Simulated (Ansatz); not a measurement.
The reference is W in the bcc (W type) structure (space group Im-3m, No. 229; a = 3.1353 Å; relaxed with 0.1 eV smearing). Axes: x, y, z lie along the cube axes.

Calculations: Ansatz (a quantum-chemistry and plane-wave program) LDA, without spin-orbit coupling.

Base values:

```
Quantity                           Result
-----------------------------  ----------
Shortest interatomic distance  5.131 bohr
```

Modification: compressive biaxial strain of 0.42 % in the plane normal to [111], as in epitaxy on a mismatched substrate; the out-of-plane cell vector and the atoms relax.

Problem. What does the calculation give for the out-of-plane strain after the change?

Solution. The out-of-plane strain comes out as +0.38 %.

Problem. What happens to the shortest interatomic distance?

Solution. The shortest interatomic distance falls by 0.017 bohr, from 5.131 bohr to 5.114 bohr.

No phonon test of stability was made. All final runs are without spin polarisation.
